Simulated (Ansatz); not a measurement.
Take ZnCu2SnS4 (space group I-4, No. 82; a = 5.468 Å, c = 10.935 Å) as the base.

One thing is altered: a hydrostatic pressure of 15 GPa.

Level of theory: DFT with PBE, PAW potentials and a 420 eV plane-wave cutoff in Ansatz (a first-principles code), without spin-orbit coupling.

Task: Give the band edges at the high-symmetry points of the new zone, measured from its valence-band maximum.

Result: 
| point | valence edge (eV) | conduction edge (eV) |
|---|---|---|
| Γ | 0.00 | 0.49 |
| X | -0.55 | 0.77 |
| P | -0.78 | 1.03 |
| N | -0.70 | 1.91 |
| M | -1.19 | 1.35 |
| S | -0.79 | 1.74 |
| S₀ | -0.79 | 1.74 |
| R | -0.79 | 1.04 |
| G | -0.79 | 1.04 |

The gap is 0.49 eV, direct at Γ.

Load acts through the strain it causes; cell and atoms are relaxed under it. Whether these cells are dynamically stable was not tested. No other phases were tried under pressure. All final runs are without spin polarisation.
